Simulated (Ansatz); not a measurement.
Band structure of NbW₂ (P6_3/mmc, 12 atoms in the cell).

```
CELL_PARAMETERS angstrom
      5.40016     0.00000     0.00000
     -2.70008     4.67667     0.00000
      0.00000     0.00000     8.85655
ATOMIC_POSITIONS crystal
  Nb 0.33333 0.66667 0.06286
  Nb 0.66667 0.33333 0.56286
  Nb 0.66667 0.33333 0.93714
  Nb 0.33333 0.66667 0.43714
  W  0.00000 0.00000 0.00000
  W  0.00000 0.00000 0.50000
  W  0.83049 0.16951 0.25000
  W  0.66097 0.83049 0.75000
  W  0.83049 0.66097 0.25000
  W  0.16951 0.83049 0.75000
  W  0.33903 0.16951 0.25000
  W  0.16951 0.33903 0.75000
```

Level of theory: PBE (plane waves, PAW; Ansatz, an electronic-structure program).

Settings: kpoints.mp_grid.grid = 5 5 3; hamiltonian.xc = pbe; hamiltonian.pseudopotentials = {kind: paw} (the program's default PAW files); scf.occupations.method = cold; scf.occupations.width = 0.2 eV; kpoints.band_path.npoints = 10.

The starting cell was generated: these elements placed on a structure prototype, without a prior relaxation; it need not be a known phase or ordering of this composition. Its lattice was rescaled by a random factor within 2.5 % of one. Spin-orbit coupling is off. Spin polarisation is off.

Levels in eV from the Fermi level, bands 79 to 86:
```
point     79     80     81     82     83     84    85    86
-----  -----  -----  -----  -----  -----  -----  ----  ----
Γ      -0.28   0.13   0.13   0.16   0.16   0.22  0.42  0.51
M      -1.21  -1.18  -1.00  -0.55   0.20   0.45  0.47  0.53
K      -1.25  -1.25  -1.05  -0.42  -0.02  -0.02  0.12  0.14
A       0.09   0.09   0.30   0.30   0.30   0.30  0.55  0.55
L      -1.34  -1.34  -0.23  -0.23  -0.07  -0.07  0.51  0.51
H      -0.84  -0.84  -0.70  -0.70   0.11   0.11  0.29  0.29
```

Bands cross the Fermi level along this path, so the cell is metallic at this level.

Keys are those of Ansatz 0.2.
